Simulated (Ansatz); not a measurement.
Here is the system:

```xyz
1
Lattice="-1.5645 1.5645 1.5645 1.5645 -1.5645 1.5645 1.5645 1.5645 -1.5645" Properties=species:S:1:pos:R:3 pbc="T T T"
Mo     0.0000     0.0000     0.0000
```

The numbers are results of PBEsol with spin-orbit coupling, rigid bands (plane waves, PAW; Ansatz, an electronic-structure program), not measurements. Condition of this run: spin-orbit coupling switched on. How the cell was made: cell and atoms relaxed with PBEsol.

### Question
For narrow interconnects the product ρ₀λ of bulk resistivity and mean free path ranks metals, the lower the better. What is it here?

### Answer
6.0 ×10⁻¹⁶ Ω·m².

### Question
And the Drude plasma energy and the root-mean-square Fermi velocity at 300 K?

### Answer
8.7 eV; 8.8e5 m/s.

A metal at this level (no band gap); rigid bands, thermally averaged at 300 K, both spins. τ is one relaxation time for all states; the product of resistivity and mean free path takes one path for all states instead.
